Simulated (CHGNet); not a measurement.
CsCl-type CoGa

Level of theory: the machine-learned potential CHGNet 0.3.0 (trained on PBE and PBE+U data).

Cell: relaxed at this level.

For CsCl-type CoGa, the lattice constant a comes out as 2.882 Å and the volume per atom is 11.97 Å³/atom.

Measured, for comparison: lattice constant a 2.878 Å (temperature not stated, copied from a table, unchecked, no zero-point or thermal correction; as tabulated in Monatshefte fuer Chemie und verwandte Teile anderer Wissenschaften 123, 509 (1992)). Computed (rounded) less measured: lattice constant a not scored (unchecked).

A machine-learned potential is trained on density-functional data: it inherits that level's misses and adds fitting errors of its own.

Note: the model gives imaginary modes for this phase (in the spectrum interpolated from a supercell).
